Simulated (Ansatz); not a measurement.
Base system: InAgTe2 in the chalcopyrite structure (space group I-42d, No. 122; a = 6.354 Å, c = 12.637 Å). Axes: x, y, z lie along a, b, c of the conventional cell.

The values are results of DFT with LDA, PAW potentials and a 420 eV plane-wave cutoff in Ansatz (an electronic-structure program), spin-orbit coupling left out, not measurements.

Strains are applied to the cell and any free atomic positions relax.

One change was made to it. Results:

The energy rises by 1.4 meV/atom; the valence-band top at Γ (three highest levels, from the VBM) comes out as 0.00, -0.11, -0.11 eV; the pressure (mean of the normal stresses, compression positive) goes from zero to 0.8 GPa.

### Question
Which of these changes matches the shifts?
A) uniaxial strain ε_zz = −3.00 %
B) uniaxial strain ε_zz = −2.25 %
C) uniaxial strain ε_zz = −1.50 %

### Answer
C, uniaxial strain ε_zz = −1.50 %. For comparison, the energy relative to the base in the other runs: uniaxial strain ε_zz = −2.25 % gives +3.2 meV/atom; uniaxial strain ε_zz = −3.00 % gives +5.7 meV/atom.

With Te present, leaving out spin-orbit coupling can change the band edges. The levels and masses belong to the bands next to the band gap. Stability against distortions was not tested. The final runs are not spin-polarised. Gaps under 0.05 eV, about the width of the smearing, are given as zero.
